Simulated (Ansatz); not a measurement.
Structures of equal composition on the (110) surface of bcc Ta: a layer of Sn in place of the second plane; a layer of Sn in place of the third plane. The slabs share one bottom face, and each structure is named by its start. These are constructed structures in small cells; real faces may alloy, dewet or reconstruct in larger ones, and not all known structures of the face are among them. Slabs of about 11 Å with all that they carry, Fermi-Dirac smearing of 0.1 eV. Bottom of the slabs: a bare face, its two planes held. Relaxed from the named starts with such symmetry as they have, on meshes of like density; energies extrapolated to zero smearing; no spin-orbit coupling, no U. Spin-polarised runs, if any, are marked in brackets, and their order is one that fits the cell; the others ran without spin.

The numbers are results of PBE (plane waves to 420 eV, PAW; Ansatz, a quantum-chemistry and plane-wave program), not measurements.

Problem. Rank these by energy per 1x1 cell (lowest first), as PBE gives it.

Solution. a layer of Sn in place of the third plane (0.000 eV), a layer of Sn in place of the second plane (0.352 eV)
